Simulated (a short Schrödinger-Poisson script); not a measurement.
Structure: gated Al0.33Ga0.67N/GaN polarisation-induced gas, at 300 K.

| layer | material | thickness (nm) | Na (cm⁻³) |
|---|---|---|---|
| 1 | Al0.33Ga0.67N | 25 | - |
| 2 | GaN | 6000 | 1e15 |

The device is made up for the run: typed textbook-type constants, with dimensions and the other settings drawn at random. Al0.33Ga0.67N: permittivity 9.3, conduction-band edge (eV) 0.462, gap (eV) 4.09, electron mass (mₑ) 0.24, Nv at 300 K (cm⁻³) 4.6e19. GaN: permittivity 9.5, conduction-band edge (eV) 0, gap (eV) 3.43, Nv at 300 K (cm⁻³) 4.6e19.

Channel valleys (confinement mass, in-plane density-of-states mass, number): Γ 0.2, 0.2, 1. At the gate the conduction-band edge of layer 1 lies 1.27 eV − eVg above the Fermi level of the channel; the field vanishes at the back. Sheet of polarisation charge: +1.6e13 e/cm² at 25 nm from the gate. The barrier under the gate holds no holes. Gaps are held at their typed values at every temperature. Mesh 0.08 nm at interfaces.

Solved with a short Schrödinger-Poisson script written for these runs: 1D Poisson equation in equilibrium, electrons quantum, Hartree plus LDA exchange-correlation (BenDaniel-Duke, 40 states a valley, the channel's in-plane mass for all, wave functions free to enter the barrier), parabolic valleys, classical holes, full ionisation, no traps, pinning or gate leakage.

The same stack at other levels of the model or other numerical settings:

| run | sheet density of all electrons at Vg = 0.5 V (cm⁻²) | sheet density of all electrons at Vg = -4 V (cm⁻²) | capacitance at Vg = 0.5 V (μF/cm²) | centroid of the channel electrons at Vg = 0.5 V (nm) | rough cost against the base |
|---|---|---|---|---|---|
| base | 1.44e13 | 5.51e12 | 0.321 | 1.75 | about 1 |
| electrons treated as classical, Boltzmann | 1.48e13 | 5.71e12 | 0.326 | 0.73 | 0.01 |
| electrons treated as classical, Fermi-Dirac | 1.43e13 | 5.52e12 | 0.317 | 1.69 | 0.05 |
| mesh six times as coarse | 1.44e13 | 5.51e12 | 0.321 | 1.68 | 0.3 |
| one subband a valley | 1.44e13 | 5.50e12 | 0.320 | 1.30 | 0.2 |

The classical rows ignore confinement, and Boltzmann statistics overrate the density once the band edge passes the Fermi level.
